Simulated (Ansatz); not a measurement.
The parent structure is Cr in the bcc (W type) structure (space group Im-3m, No. 229; a = 2.8479 Å; non-magnetic).

Levels (all Ansatz, a program for electronic structure, PAW, earlier PAW set): PBE (420 eV, without spin-orbit coupling); r2SCAN (500 eV, no spin-orbit coupling).

Levels that relaxed their own cell: PBE and r2SCAN.

```
level   lattice parameter a
------  -------------------
PBE                 2.848 Å
r2SCAN              2.831 Å
```

Measured: lattice parameter a 2.877 Å (static lattice; corrected from measurement; as listed in H. Levämäki et al., Physical Review B (2014)).

Computed minus measured — lattice parameter a: PBE -1.0 %, r2SCAN -1.6 % (closest: PBE).

Stability against distortions was not tested. Starting moments died away, wholly or in part, for Mo → Cr; another magnetic solution may exist. All final runs are without spin polarisation. Real Cr is antiferromagnetic at low temperature and ambient pressure, an order that this cell doesn't hold.
